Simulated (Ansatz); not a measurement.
Abridged Ansatz (a quantum-chemistry and plane-wave program) output:

```
Pseudopotential: Ta, paw, valence charge 13
Pseudopotential: As, paw, valence charge 15
Crystal: 4 atoms, lattice volume = 68.080 Å³
Basis set: ecut = 420 eV, 1363 PW (Γ), exchange–correlation on 90×90×90 points (8 copies of the dense FFT grid, shifted against one another)
Bands: 32, of which v1, the nominal top of the filled ones, is band 28 counted from 1 (27 counted from 0)
Symmetry: 8 space group operations
k-points: 550 of 6859 (time reversal used)
Functional: x = pbesol(κ = 0.804, μ = 0.12345679012345678), c = pbesol(β = 0.046)
SCF iter   1: F=—  HF=-29241.507640 eV  |F-HF|=—  |Δ(HF+E_count)|=         —  Δρ=7.28e-3  dr2=2.50e-2  ethr=1.77e-3  ⟨swp⟩=6.0  Hψ=69996  notcnv=0
SCF iter   2: F=—  HF=-29241.504103 eV  |F-HF|=—  |Δ(HF+E_count)|=   3.54e-3  Δρ=4.11e-3  dr2=7.28e-3  ethr=4.47e-5  ⟨swp⟩=1.1  Hψ=22078  notcnv=0
SCF 1 converged in 8 iterations: F = -29241.503285 eV  dr2 = 3.13e-10
SCF converged after 8 iterations
Free energy (F): -29241.503285 eV
Internal energy: -29241.500431 eV  (E = F + TS)
E sigma→0 (E₀):  -29241.501858 eV
Entropy (-TS):   -0.002854 eV (-0.713 meV/atom)
Fermi energy:    17.312958 eV
--- Forces (eV/Å), atoms counted from 1 ---
  atom   1  Ta    -0.00000000     0.00000000     0.00058543
  atom   2  Ta     0.00000000     0.00000000     0.00058543
  atom   3  As     0.00000000     0.00000000    -0.00058459
  atom   4  As     0.00000000    -0.00000000    -0.00058459
--- Stress (GPa, compression-positive) ---
        0.001653       0.000000       0.000000
        0.000000       0.001653      -0.000000
        0.000000      -0.000000      -0.002578
  P = ⅓ Tr σ = 0.0002 GPa (0.002 kbar)
```

**Question.** What was computed, and what are the main results?

**Answer.** TaAs, 4 atoms in the cell, with PBEsol, PAW, 420 eV (Ansatz; no spin-orbit coupling). The last SCF converged to F = -29241.503285 eV, or -7310.3758 eV per atom, at a pressure of 0.00 GPa. The total energy compares only with runs of the same code, potentials and settings.

With Ta present, leaving out spin-orbit coupling can change the band edges. Whether these cells are dynamically stable was not tested. The final runs are not spin-polarised. The cell is TaAs (space group I4_1md, No. 109).
